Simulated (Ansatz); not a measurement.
Pt3Ge2 (Cmcm, No. 63, 10 atoms in the cell; start mp-20576)

Method: PBEsol (PAW; Ansatz, a first-principles code).

Settings: plane-wave cutoff 500 eV, 12×6×8 k mesh (along the axes of the cell as run), Fermi–Dirac smearing 0.05 eV, scalar-relativistic PAW data made under PBE.

Cell (relaxed at this level):

Space group Cmcm (No. 63); a = 3.4712 Å, b = 12.1385 Å, c = 7.5855 Å, α = β = γ = 90.00°

| atom | site | symmetry | x | y | z |
|---|---|---|---|---|---|
| Ge | 4b | 2/m.. | 0.0000 | 0.5000 | 0.0000 |
| Ge | 4c | m2m | 0.0000 | 0.2434 | 0.7500 |
| Pt | 4c | m2m | 0.0000 | 0.0340 | 0.7500 |
| Pt | 8f | m.. | 0.0000 | 0.1604 | 0.0585 |
(The calculation used a cell of 10 atoms; values per cell refer to that cell.)

| Quantity | Value |
|---|---|
| band gap | none |

Note: the relaxation could not lower the start's symmetry, so the cell can be a saddle point above a distorted one.

Spin–orbit coupling is not included.

The computed numbers hold no vibrational or temperature effects.

A start named mp-… is a Materials Project structure, which need not be a measured phase.
